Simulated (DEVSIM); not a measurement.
# Schottky contact on n-type GaN

Structure: Schottky contact on n-type GaN, at 300 K.

| layer (left to right) | material | thickness (μm) | Nd (cm⁻³) | τn (s) | τp (s) |
|---|---|---|---|---|---|
| 1 | GaN | 18.0 | 1.5e17 | 1.1e-8 | 1.1e-8 |

Left contact: Schottky, work function 5.19 eV, emission velocity 6.4e6 cm/s. Right contact: ohmic. Voltage is applied to the left contact. Recombination: SRH at mid-gap, radiative. Mobility is constant in doping.

Constants are typed, rounded textbook-type inputs, not results; the design itself was drawn at random and stands for no fabricated device. Values at 300 K.

```tsv
parameter	GaN
gap (eV)	3.43
affinity (eV)	4.1
permittivity	9.5
Nc (cm⁻³)	2.3e18
Nv (cm⁻³)	4.6e19
μn (cm²/Vs)	1200
μp (cm²/Vs)	100
B (cm³/s)	1e-11
```

DEVSIM, 1D drift-diffusion, Boltzmann statistics, complete ionisation; no tunnelling, impact ionisation, image-force lowering or self-heating. Metal contacts follow the ideal Schottky-Mott rule: no Fermi-level pinning, no interface dipoles.

The potential step across the device at zero bias is 1.019 V, the largest field in the device at zero bias is 240000 V/cm and the dark forward voltage at 1 A/cm² is 0.712 V. The dark forward voltage at 100 A/cm² is 0.839 V.

Dark forward current:

| V (V) | J (A/cm²) |
|---|---|
| 0.05 | 6.7e-12 |
| 0.15 | 3.7e-10 |
| 0.20 | 2.6e-9 |
| 0.30 | 1.2e-7 |
| 0.35 | 8.5e-7 |
| 0.45 | 4.1e-5 |
| 0.50 | 0.00028 |
| 0.60 | 0.013 |
| 0.65 | 0.092 |
| 0.75 | 4.3 |
| 0.80 | 28 |
| 0.90 | 460 |
| 0.95 | 960 |
| 1.05 | 2200 |

Small-signal capacitance in reverse bias (quasi-static):

```
V (V)  C (nF/cm²)
-----  ----------
-0.04        98.9
-0.1         96.1
-0.2         92.0
-0.3         88.4
-0.4         85.2
-0.6         79.6
-0.8         75.1
-1           71.2
-1.3         66.4
-1.6         62.4
-2           58.1
```
